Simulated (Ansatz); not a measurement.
For CsCl-type AgCd, PBEsol (PAW; Ansatz, a first-principles code) gives:

| Quantity | Value |
|---|---|
| lattice parameter a | 3.308 Å |
| bulk modulus B0 | 96.9 GPa |
| cohesive energy | 2.22 eV/atom |

Question: What does r²SCAN (plane waves, PAW; Ansatz) give for the same quantities?

Answer: 
- lattice constant a: 3.345 Å (grows by 1.1 %)
- bulk modulus: 87.0 GPa (drops by 10 %)
- cohesive energy: 2.03 eV/atom (drops by 0.19 eV/atom)

For comparison: lattice constant a 3.33 Å (measured, temperature not stated, copied from a table, unchecked, no zero-point or thermal correction; as tabulated in Crystal Structures 1, 85 (1963)).

Changes are worked out from the printed values.

Unless a cell is named, each level is at its own relaxed cell (PBEsol 18.10, r²SCAN 18.71 Å³/atom).

Caveats: the bulk modulus is −V dP/dV from two relaxed cells at ±2 % in volume (PBEsol, r²SCAN). Ansatz's density-functional and Hartree–Fock values are scalar-relativistic unless marked +SOC, with PAW data made under PBE.
